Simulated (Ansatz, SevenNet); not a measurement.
For SiO₂ (P4₁2₁2, No. 92), the machine-learned potential SevenNet-l3i5 (trained on PBE and PBE+U data) gives:

```
Quantity             Result
------------------  -------
lattice constant a  5.095 Å
c axis length       7.125 Å
```

Task: What does r²SCAN in Ansatz (PAW) give for the same quantities?

Result: 
- lattice constant a: 4.982 Å (decreases by 2.2 %)
- lattice parameter c: 6.919 Å (falls by 2.9 %)

Changes are worked out from the printed values.

Unless a cell is named, each level is at its own relaxed cell (SevenNet-l3i5 15.41, r²SCAN 14.31 Å³/atom).

Ansatz's density-functional and Hartree–Fock values are scalar-relativistic unless marked +SOC, with PAW data made under PBE.

Ansatz is a first-principles code.
